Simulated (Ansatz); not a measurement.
Output of an Ansatz run (abridged):

```
WARN ansatz: RAYON_NUM_THREADS=1 ignored (pool sized by the plan → 1); use --threads N
Pseudopotentials: kind: paw
Pseudopotential: In, paw, valence charge 13
Pseudopotential: Sb, paw, valence charge 15
Crystal: 2 atoms, lattice volume = 67.414 Å³
Basis set: ecut = 420 eV, 1363 PW (Γ)
Bands: 18, of which v1, the nominal top of the filled ones, is band 14 counted from 1 (13 counted from 0)
Symmetry: 24 space group operations
Space group: F-43m (ITA 216), of the structure as read, at distance tolerance 4.1e-5 Å
k-points: 20 of 343 (time reversal used)
PAW frozen core: In, regenerated for the run's functional, and the local potential with it
PAW frozen core: Sb, regenerated for the run's functional, and the local potential with it
Initial density: superposition of atomic densities (neutral atoms: chi_scale 0, normalization atom), corrected by the library's trained network
Initial wavefunctions: pseudopotential atomic-orbital guess
Eigensolver: davidson
Functional: x = slater, c = lda
SCF iter   1: F=—  HF=-11793.155320 eV  |F-HF|=—  |Δ(HF+E_count)|=         —  Δρ=6.93e-3  dr2=2.03e-2  ethr=1.77e-3  ⟨swp⟩=6.3  Hψ=2039  notcnv=0
all-band conjugate gradients solve this SCF's bands
preconditioner: auto → none
SCF iter   2: F=—  HF=-11793.147484 eV  |F-HF|=—  |Δ(HF+E_count)|=   7.84e-3  Δρ=2.20e-3  dr2=1.32e-3  ethr=7.26e-5  ⟨swp⟩=3.8  Hψ=895  notcnv=0
SCF iter   3: F=—  HF=-11793.147483 eV  |F-HF|=—  |Δ(HF+E_count)|=   1.49e-6  Δρ=6.75e-4  dr2=1.45e-4  ethr=4.70e-6  ⟨swp⟩=2.5  Hψ=520  notcnv=0
SCF iter   4: F=—  HF=-11793.147498 eV  |F-HF|=—  |Δ(HF+E_count)|=   1.54e-5  Δρ=1.41e-4  dr2=1.78e-5  ethr=5.18e-7  ⟨swp⟩=2.9  Hψ=548  notcnv=0
SCF iter   5: F=—  HF=-11793.147486 eV  |F-HF|=—  |Δ(HF+E_count)|=   1.21e-5  Δρ=1.48e-5  dr2=1.68e-7  ethr=6.37e-8  ⟨swp⟩=2.0  Hψ=541  notcnv=0
SCF iter   6: F=-11793.147486 eV  HF=-11793.147486 eV  |F-HF|=7.80e-10  |Δ(HF+E_count)|=   2.60e-9  Δρ=2.19e-6  dr2=2.95e-9  ethr=3.57e-10  ⟨swp⟩=5.5  Hψ=1571  notcnv=0
SCF 1 converged in 6 iterations: F = -11793.147486 eV  dr2 = 2.95e-9
SCF converged after 6 iterations
Free energy (F): -11793.147486 eV
Harris-Foulkes:  -11793.147486 eV  (|F-HF|=7.80e-10)
Internal energy: -11793.147375 eV  (E = F + TS)
E sigma→0 (E₀):  -11793.147430 eV
Entropy (-TS):   -0.000111 eV (-0.056 meV/atom)
Fermi energy:    7.182234 eV
--- Per-component energies (eV) ---
  E_band       = -266.023206
  E_kinetic    = 453.096523
  E_local      = -3198.953968  (includes V_loc(G=0)·N_el)
  E_nonlocal   = 737.134887
  E_hartree    = 1371.022822
  E_xc         = -351.387368
  E_vxc        = -198.454431  (∫ρ·V_xc dr)
  E_paw        = -8443.220257  (= ΣΔE_a)
  E_vpaw       = -800.892497  (= ΣTr[D̂ρ^β])
  E_aug_tail   = 0.000023  (compensation charges beyond the density's cutoff)
  E_ewald      = -2361.683397
  E_core_change = 0.843360  (= ΣΔE_core)
  E_smearing   = -0.000111  (= −TS)
  E_closure    = 0.000000  (closes the sum)
  Σ components = -11793.147486   (vs F -11793.147486, Δ=0.00e0)
--- Forces (eV/Å), atoms counted from 1 ---
  atom   1  In     0.00000000    -0.00000000    -0.00000000
  atom   2  Sb    -0.00000000    -0.00000000     0.00000000
  max |Σ_I F_I| component: 1.11e-16 eV/Å
--- Stress (GPa, compression-positive) ---
       -0.202053       0.000000       0.000000
        0.000000      -0.202053       0.000000
        0.000000       0.000000      -0.202053
  P = ⅓ Tr σ = -0.2021 GPa (-2.021 kbar)
  The stress holds the Pulay correction. Without it, at fixed plane waves, as pw.x and ABINIT print it: P = -0.2281 GPa
--- Band table (eV; the first three rows and the last of 20) ---
  k-point 0: bands = ["-21.3440", "-21.3440", "-21.3440", "-21.3256", "-21.3256", "-7.3791", "-7.3791", "-7.3791", "-7.2898", "-7.2898", "-3.6782", "6.7978", "7.1753", "7.1753", "7.1753", "10.1048", "10.1048", "10.1048"]
  k-point 1: bands = ["-21.3440", "-21.3438", "-21.3438", "-21.3255", "-21.3255", "-7.3894", "-7.3746", "-7.3746", "-7.2902", "-7.2902", "-3.4915", "4.9681", "6.9086", "6.9086", "8.0389", "10.4682", "10.4682", "10.5993"]
  k-point 2: bands = ["-21.3440", "-21.3433", "-21.3433", "-21.3253", "-21.3253", "-7.4121", "-7.3655", "-7.3655", "-7.2902", "-7.2902", "-2.9824", "3.0146", "6.4641", "6.4641", "7.8490", "10.9237", "10.9237", "12.2992"]
  k-point 19: bands = ["-21.3441", "-21.3432", "-21.3419", "-21.3255", "-21.3243", "-7.4533", "-7.3464", "-7.3369", "-7.2996", "-7.2889", "-1.7083", "1.3233", "4.0401", "4.8439", "9.7418", "11.2705", "11.9400", "12.5143"]
```

The structure:

```
CELL_PARAMETERS angstrom
      0.00000     3.23028     3.23028
      3.23028     0.00000     3.23028
      3.23028     3.23028     0.00000
ATOMIC_POSITIONS crystal
  In 0.00000 0.00000 0.00000
  Sb 0.25000 0.25000 0.25000
```

Problem. Write an input that gives this output.

Solution. Other spellings and defaults could give the same log, and not every line can be read from it. The input that was run (DFT, LDA (PW92), plane waves, default PAW files made with PBE):

Ansatz 0.2 input:
```yaml
# InSb
crystal:
  lattice:
    - [0.000000, 3.230280, 3.230280]
    - [3.230280, 0.000000, 3.230280]
    - [3.230280, 3.230280, 0.000000]
  atoms:
    - { symbol: In, position_ang: [0.000000, 0.000000, 0.000000] }
    - { symbol: Sb, position_ang: [1.615140, 1.615140, 1.615140] }
basis:
  ecutwfc: 420.0
kpoints:
  mp_grid:
    grid: [7, 7, 7]
hamiltonian:
  xc: lda
  pseudopotentials:
    kind: paw
scf:
  occupations:
    method: fermi_dirac
    width: 0.01
output:
  forces: true
  eigenvalues: true
  stress: true
```

The starting cell has typed, rounded lattice constants, without a prior relaxation at this level. Its lattice was rescaled by up to half a per cent. Spin-orbit coupling is off. Ansatz's pressure includes its estimate of the finite-basis (Pulay) stress. The run gives no clean gap (levels at the Fermi energy touch, overlap or are partly filled at this smearing), which alone does not show that the compound is a metal.

Ansatz is a first-principles code.
